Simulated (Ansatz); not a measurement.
Input and output of a self-consistent single point for ZrSeS (P3m1, 3 atoms in the cell) (Ansatz, a first-principles code).

Computed with LDA (PW92), default PAW files made with PBE (plane waves; Ansatz).

```
ZrSeS
1.0
    3.76127     0.00000     0.00000
   -1.88064     3.25736     0.00000
    0.00000     0.00000     6.25352
Zr Se S
1 1 1
Direct
  0.00000   0.00000   0.02050
  0.66667   0.33333   0.75338
  0.33333   0.66667   0.23411
```

Reference input (self-consistent single point, DFT, LDA (PW92), plane waves, default PAW files made with PBE): basis.ecutwfc = 420 eV; kpoints.mp_grid.grid = 8 8 4; hamiltonian.xc = lda; hamiltonian.pseudopotentials = {kind: paw} (the program's default PAW files); scf.occupations.method = fermi_dirac; scf.occupations.width = 0.02 eV. This run's input differs from it in these lines:

Ansatz 0.2 input:
```diff
@@ -10,3 +10,3 @@
 basis:
-  ecutwfc: 420.0
+  ecutwfc: 250.0
 kpoints:
```

Output, abridged:

```
SCF iter   1: F=—  HF=-10333.908655 eV  |F-HF|=—  |Δ(HF+E_count)|=         —  Δρ=6.32e-3  dr2=2.98e-2  ethr=1.77e-3  ⟨swp⟩=5.5  Hψ=2927  notcnv=0
all-band conjugate gradients solve this SCF's bands
preconditioner: auto → Resta (q_TF=auto, 2.383 Å⁻¹)
SCF iter   2: F=—  HF=-10333.859371 eV  |F-HF|=—  |Δ(HF+E_count)|=   4.93e-2  Δρ=3.76e-3  dr2=1.03e-2  ethr=8.76e-5  ⟨swp⟩=2.0  Hψ=1715  notcnv=0
   [... lines left out ...]
SCF iter   5: F=—  HF=-10333.853977 eV  |F-HF|=—  |Δ(HF+E_count)|=   5.20e-5  Δρ=9.54e-5  dr2=9.82e-6  ethr=5.03e-7  ⟨swp⟩=1.7  Hψ=880  notcnv=0
SCF iter   6: F=—  HF=-10333.853978 eV  |F-HF|=—  |Δ(HF+E_count)|=   8.37e-7  Δρ=3.28e-5  dr2=2.22e-6  ethr=2.89e-8  ⟨swp⟩=2.1  Hψ=1045  notcnv=0
SCF iter   7: F=—  HF=-10333.853978 eV  |F-HF|=—  |Δ(HF+E_count)|=   2.47e-7  Δρ=9.05e-6  dr2=1.40e-7  ethr=6.53e-9  ⟨swp⟩=2.0  Hψ=924  notcnv=0
SCF iter   8: F=-10333.853978 eV  HF=-10333.853978 eV  |F-HF|=6.24e-10  |Δ(HF+E_count)|=   3.61e-8  Δρ=1.79e-6  dr2=4.60e-9  ethr=2.94e-10  ⟨swp⟩=4.0  Hψ=2319  notcnv=0
SCF 1 converged in 8 iterations: F = -10333.853978 eV  dr2 = 4.60e-9
Free energy (F): -10333.853978 eV
Internal energy: -10333.853978 eV  (E = F + TS)
E sigma→0 (E₀):  -10333.853978 eV
Entropy (-TS):   -0.000000 eV (-0.000 meV/atom)
Fermi energy:    7.382062 eV
--- Forces (eV/Å), atoms counted from 1 ---
  atom   1  Zr     0.00000000     0.00000000    -0.58467121
  atom   2  Se     0.00000000     0.00000000     0.64817311
  atom   3  S     -0.00000000     0.00000000    -0.06333546
--- Stress (GPa, compression-positive) ---
       -5.153919       0.000000       0.000000
        0.000000      -5.153919       0.000000
        0.000000       0.000000      -3.965797
  P = ⅓ Tr σ = -4.7579 GPa (-47.579 kbar)
  The stress holds the Pulay correction. Without it, at fixed plane waves, as pw.x and ABINIT print it: P = -14.7389 GPa
```

The run converged in 8 iterations. Against the reference run the free energy rises by 225 meV/atom, the pressure goes from -5.00 to -4.76 GPa, the largest force goes from 0.659 to 0.648 eV/Å and the gap on the mesh hardly changes (0.549 to 0.550 eV).

The starting cell comes from a database of computed structures (which also holds hypothetical and non-ambient phases and stackings), without a prior relaxation at this level. Its lattice was rescaled by up to half a per cent. One atom was moved a little off its site on purpose. Ansatz's pressure includes its estimate of the finite-basis (Pulay) stress. Without the estimate this run gives -14.74 GPa. The cutoff lies below the one recommended for these files.
